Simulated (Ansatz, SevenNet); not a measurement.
Ladder of methods for the equilibrium volume per atom of SiNi2 (Pnma, No. 62)

Reference value: 10.88 Å³/atom (measured, temperature not stated, no zero-point or thermal correction, from a published cell, temperature and pressure not stated; as tabulated in Crystal Structures 1, 298 (1963)).

| level (code) | value (Å³/atom) | difference (%) |
|---|---|---|
| SevenNet-l3i5 (SevenNet) | 10.98 | +0.9 |
| LDA (Ansatz) | 10.32 | -5.1 |
| PBE (Ansatz) | 11.05 | +1.6 |
| PBEsol (Ansatz) | 10.62 | -2.4 |
| PBE-D3(BJ) (Ansatz) | 10.63 | -2.3 |
| PBE-D4 (Ansatz) | 10.67 | -1.9 |
| r²SCAN (Ansatz) | 10.66 | -2.0 |
| r²SCAN-D4 (Ansatz) | 10.55 | -3.0 |
| r²SCAN+rVV10 (Ansatz) | 10.57 | -2.8 |

The reference's temperature isn't stated, so close values are not ranked against it. Off by more than 3.8 % (a bound picked here): LDA (-5.1 %).

The measured value isn't corrected to a static lattice, so vibrations enter the comparison. A static lattice is as a rule a little smaller than the measured one. The crystal itself was run without spin with LDA, PBE, PBEsol, PBE-D3(BJ), PBE-D4, r²SCAN, r²SCAN-D4, r²SCAN+rVV10. Ansatz's density-functional and Hartree–Fock values are scalar-relativistic unless marked +SOC, with PAW data made under PBE.

Machine-learned potentials (SevenNet-l3i5) are trained on DFT data, which may include these solids.

Differences are worked out from the printed values.

Ansatz is a program for electronic structure.
